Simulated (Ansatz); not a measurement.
Checking a run of Ansatz (a quantum-chemistry and plane-wave program) on SiO2 (Pn-3m, 6 atoms in the cell). The aim is a self-consistent single point with DFT, r2SCAN, plane waves, default PAW files made with PBE.

The input file:

Ansatz 0.2 input:
```yaml
# SiO2
crystal:
  lattice:
    - [3.807040, 0.000000, 0.000000]
    - [0.000000, 3.807040, 0.000000]
    - [0.000000, 0.000000, 3.807040]
  atoms:
    - { symbol: Si, position: [0.500000, 0.500000, 0.500000] }
    - { symbol: Si, position: [0.000000, 0.000000, 0.000000] }
    - { symbol: O, position: [0.250000, 0.250000, 0.250000] }
    - { symbol: O, position: [0.250000, 0.750000, 0.750000] }
    - { symbol: O, position: [0.750000, 0.750000, 0.250000] }
    - { symbol: O, position: [0.750000, 0.250000, 0.750000] }
basis:
  ecutrho_ratio: 1
kpoints:
  mp_grid: { grid: [9, 9, 9] }
hamiltonian:
  xc: r2scan
  pseudopotentials: { kind: paw }
scf:
  occupations: { method: fixed }
output:
  forces: true
  eigenvalues: true
  stress: true
```

Output, abridged:

```
WARN basis.ecutwfc = 500 eV, the default
WARN basis.ecutrho_ratio = 1 (ecutrho = 500 eV) is below the records' recommended cutoff
   [... lines left out ...]
Pseudopotentials: kind: paw
Pseudopotential: Si, paw, valence charge 4
Pseudopotential: O, paw, valence charge 6
Crystal: 6 atoms, lattice volume = 55.178 Å³
Basis set: ecut = 500 eV, 1365 PW (Γ), exchange–correlation on 80×80×80 points (64 copies of the dense FFT grid, shifted against one another)
Bands: 22, of which v1, the nominal top of the filled ones, is band 16 counted from 1 (15 counted from 0)
Symmetry: 48 space group operations
Space group: Pn-3m (ITA 224), of the structure as read, at distance tolerance 3.8e-5 Å
k-points: 35 of 729
PAW frozen core: Si, regenerated for the run's functional
PAW frozen core: O, regenerated for the run's functional
Initial density: superposition of atomic densities (neutral atoms: chi_scale 0, normalization atom), corrected by the library's trained network
Initial wavefunctions: pseudopotential atomic-orbital guess
Eigensolver: davidson
Functional: x = r2scan, c = r2scan; τ floored in thin density (d = 2e-4 eV/Å³)
SCF iter   1: F=—  HF=-3559.155409 eV  |F-HF|=—  |Δ(HF+E_count)|=         —  Δρ=1.29e-2  dr2=7.87e-2  dr2_τ=6.33e-1  ethr=1.77e-3  ⟨swp⟩=4.9  Hψ=3666  notcnv=0  defer=132
all-band conjugate gradients solve this SCF's bands
preconditioner: auto → Resta (q_TF=auto, 2.491 Å⁻¹)
SCF iter   2: F=—  HF=-3559.266955 eV  |F-HF|=—  |Δ(HF+E_count)|=   1.12e-1  Δρ=5.83e-3  dr2=1.01e-2  dr2_τ=1.60e-3  ethr=2.46e-4  ⟨swp⟩=2.2  Hψ=1702  notcnv=0  defer=136
   [... lines left out ...]
SCF iter   4: F=—  HF=-3559.264980 eV  |F-HF|=—  |Δ(HF+E_count)|=   6.94e-5  Δρ=2.24e-4  dr2=2.63e-5  dr2_τ=9.37e-7  ethr=2.93e-6  ⟨swp⟩=2.0  Hψ=1203  notcnv=0  defer=136
SCF iter   5: F=—  HF=-3559.264985 eV  |F-HF|=—  |Δ(HF+E_count)|=   5.46e-6  Δρ=7.75e-5  dr2=2.12e-6  dr2_τ=8.03e-8  ethr=8.21e-8  ⟨swp⟩=2.0  Hψ=1255  notcnv=0  defer=76
SCF iter   6: F=-3559.264985 eV  HF=-3559.264985 eV  |F-HF|=1.25e-8  |Δ(HF+E_count)|=   4.06e-7  Δρ=8.51e-6  dr2=1.88e-8  dr2_τ=1.25e-9  ethr=3.13e-10  ⟨swp⟩=9.7  Hψ=4705  notcnv=0
SCF 1 converged in 6 iterations: F = -3559.264985 eV  dr2 = 1.88e-8
Free energy (F): -3559.264985 eV
Internal energy: -3559.264985 eV  (E = F + TS)
E sigma→0 (E₀):  -3559.264985 eV
Fermi energy:    6.714387 eV
--- Forces (eV/Å), atoms counted from 1 ---
  atom   1  Si     0.00000000    -0.00000000     0.00000000
   [... zero for the other atoms too ...]
--- Stress (GPa, compression-positive) ---
       -3.158720       0.000000       0.000000
        0.000000      -3.158720       0.000000
        0.000000       0.000000      -3.158720
  P = ⅓ Tr σ = -3.1587 GPa (-31.587 kbar)
  The stress holds the Pulay correction, which leaves out the density cutoff's part. Without it, at fixed plane waves, as pw.x and ABINIT print it …
settings of this run that can trade accuracy for cost: basis.ecutrho_ratio < 4. Do not mix this run's numbers with those of runs without the same settings …
```

**Question.** Is anything amiss in this input, and did it matter?

**Answer.** The run is not sound. The fault is a density cutoff or grid that is too coarse. The charge density holds wave vectors up to twice those of the orbitals (four times the energy cutoff), and augmentation charges need more still. To fix it, restore the density cutoff. The run converged in 6 iterations without an error; against the sound input the free energy drops by 189 meV/atom, the pressure goes from -7.47 to -3.16 GPa and the gap on the mesh goes from 5.396 to 5.440 eV. The full log also holds (shortened here): “WARN basis.ecutrho_ratio = 1 (ecutrho = 500 eV) is below the records' recommended cutoff”. At a fixed set of plane waves, without the program's Pulay estimate, the pressure is -3.65 GPa against -7.55 GPa.

An input that runs soundly differs in these lines (not the only fix; some lines may just follow from the change or write a value another way):
```diff
-basis:
-  ecutrho_ratio: 1
```

With that input, the run converged in 7 iterations: free energy E − TS (on the zero of these files) -3558.1297 eV; top of the valence band (on the code's own zero) 6.73 eV; gap on the k-point mesh 5.40 eV; pressure -7.47 GPa (DFT, r2SCAN, plane waves, default PAW files made with PBE).

On the sound input: the starting cell comes from a database of computed structures (which also holds hypothetical and non-ambient phases and stackings), without a prior relaxation at this level. With a pressure of about -7 GPa the cell is away from its equilibrium volume at this level. Ansatz's pressure includes its estimate of the finite-basis (Pulay) stress.
